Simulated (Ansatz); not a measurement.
The parent structure is Hf in the hcp (Mg type) structure (space group P6_3/mmc, No. 194; a = 3.1174 Å, c = 4.9501 Å; relaxed with 0.1 eV smearing).

Computed with plane-wave PAW DFT at the LDA level (Ansatz, a program for electronic structure, 420 eV), no spin-orbit coupling.

For the base:

```
Quantity    Value
--------  -------
Band gap     zero
Pressure  0.0 GPa
```

One thing is altered: an isotropic linear strain of −1.00 %, atoms relaxed at fixed cell.

What happens to the band gap, energy relative to the base and pressure?

The band gap remains zero; the energy rises by 7.2 meV/atom; the pressure (mean of the normal stresses, compression positive) goes from zero to 3.8 GPa.

Whether these cells are dynamically stable was not tested. The final runs are not spin-polarised.
